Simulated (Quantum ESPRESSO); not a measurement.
Input and output of a self-consistent single point for ZrNi2P2 (I4/mmm, 5 atoms in the cell) (Quantum ESPRESSO).

Computed with LDA (PZ), PSlibrary PAW (LDA) pseudopotentials (plane waves; Quantum ESPRESSO).

The change in words: lattice scaled by 0.98. Reference geometry:
```yaml
crystal:
  lattice:
    - [1.88834, -1.88834, 4.87944]
    - [1.88834, 1.88834, 4.87944]
    - [-1.88834, -1.88834, 4.87944]
  atoms:
    - { symbol: Zr, position: [0.00000, 0.00000, 0.00000] }
    - { symbol: Ni, position: [0.50000, 0.75000, 0.25000] }
    - { symbol: Ni, position: [0.50000, 0.25000, 0.75000] }
    - { symbol: P, position: [0.00000, 0.61774, 0.61774] }
    - { symbol: P, position: [0.00000, 0.38226, 0.38226] }
```

Reference input (self-consistent single point, DFT, LDA (PZ), plane waves, PSlibrary PAW (LDA) pseudopotentials): ecutwfc = 55 Ry; ecutrho = 330 Ry; occupations = smearing; smearing = gaussian; degauss = 0.019992 Ry; K_POINTS = automatic 8 8 8 0 0 0; conv_thr = 1e-10 Ry. This run's input differs from it in these lines:

```diff
@@ -10,4 +10,4 @@
    ibrav = 7
-   celldm(1) = 7.13689464
-   celldm(3) = 2.5839824481
+   celldm(1) = 6.99415607
+   celldm(3) = 2.5839825913
    nat = 5
@@ -29,6 +29,6 @@
 Zr    0.00000000    0.00000000    0.00000000
-Ni    0.00000000    1.88834100    2.43972000
-Ni   -1.88834100    0.00000000    2.43972000
-P     0.00000000    0.00000000    6.02845053
-P     0.00000000    0.00000000    3.73042947
+Ni    0.00000000    1.85057400    2.39092550
+Ni   -1.85057400    0.00000000    2.39092550
+P     0.00000000    0.00000000    5.90788127
+P     0.00000000    0.00000000    3.65582073
 K_POINTS automatic
```

The program printed (abridged):

```
     Self-consistent Calculation

     iteration #  1     ecut=    55.00 Ry     beta= 0.70

     total energy              =    -766.77914885 Ry
     estimated scf accuracy    <       1.27320515 Ry

     iteration #  2     ecut=    55.00 Ry     beta= 0.70

     total energy              =    -762.14976852 Ry
     estimated scf accuracy    <      90.61011775 Ry

     iteration #  3     ecut=    55.00 Ry     beta= 0.70

     total energy              =    -767.77045345 Ry
     estimated scf accuracy    <       0.07722477 Ry

   [... 12 blocks of this kind left out ...]

     iteration # 16     ecut=    55.00 Ry     beta= 0.70

     total energy              =    -767.78172692 Ry
     estimated scf accuracy    <          1.9E-10 Ry

     iteration # 17     ecut=    55.00 Ry     beta= 0.70
     End of self-consistent calculation

     the Fermi energy is    15.2705 ev

!    total energy              =    -767.78172692 Ry
     estimated scf accuracy    <          1.5E-11 Ry
     smearing contrib. (-TS)   =      -0.00514427 Ry
     internal energy E=F+TS    =    -767.77658265 Ry

     convergence has been achieved in  17 iterations

     Forces acting on atoms (cartesian axes, Ry/au):

     atom    1 type  1   force =     0.00000000    0.00000000    0.00000000
     atom    2 type  2   force =    -0.00000000   -0.00000000    0.00000000
     atom    3 type  2   force =     0.00000000    0.00000000   -0.00000000
     atom    4 type  3   force =     0.00000000    0.00000000    0.01685141
     atom    5 type  3   force =     0.00000000   -0.00000000   -0.01685141

     Total force =     0.023831     Total SCF correction =     0.000005

          total   stress  (Ry/bohr**3)                   (kbar)     P=      -97.18
  -0.00068273  -0.00000000  -0.00000000         -100.43       -0.00       -0.00
  -0.00000000  -0.00068273   0.00000000           -0.00     -100.43        0.00
  -0.00000000   0.00000000  -0.00061630           -0.00        0.00      -90.66

   JOB DONE.
```

The run converged in 17 iterations. Against the reference run the free energy drops by 72.1 meV/atom, the pressure goes from -18.37 to -9.72 GPa and the largest force goes from 0.722 to 0.433 eV/Å. The full log also holds: “c_bands:  1 eigenvalues not converged”.

The starting cell comes from a database of computed structures (which also holds hypothetical and non-ambient phases and stackings), without a prior relaxation at this level. Its lattice was rescaled by a random factor within 2.5 % of one. For this run, on top of that: lattice scaled by 0.98. Spin polarisation is off, so a magnetic state, if there is one, cannot be reached. With a pressure of about -10 GPa the cell is away from its equilibrium volume at this level.

Cost on one core of a shared machine: roughly 2 min.
